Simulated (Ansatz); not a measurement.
**Defect calculation: Al vacancy + H interstitial in fcc Al**

Computed with PBE, PAW (plane waves to 420 eV; Ansatz, a first-principles code). Cell and caveats: 108-site cell; 4×4×4 shifted k-points; start: the Al site; off centre in the vacancy; not converged in cell size; the relaxation kept the symmetry of the starting site; relaxed from one start, so a lower configuration may exist.

Neighbours after relaxation, in Å: of the emptied site: H 1.45; of the H atom: Al 2.05, Al 2.05, Al 2.05, Al 2.05, Al 2.65.

Formation energies E_f are those of the neutral cell. Chemical conditions: impurity bounded by its compound with the host (Δμ(Al) = 0.00 eV, Δμ(H) = -0.003 eV, bounded by AlH3 (R-3c); only phases computed here count, gases as isolated molecules at 0 K). Reference phases: Al: fcc Al, H: H2 molecule in a box.

| charge | moment (μB) | point group | largest move off a lattice site (Å) | E_f, impurity bounded by its compound with the host (eV) |
|---|---|---|---|---|
| 0 | not spin-polarised | C4v | 0.06 | 1.19 |

Point groups are those of the whole cell at tolerances of 0.03 and 0.1 Å ("near" where only the looser one holds); none is given for unsettled states.
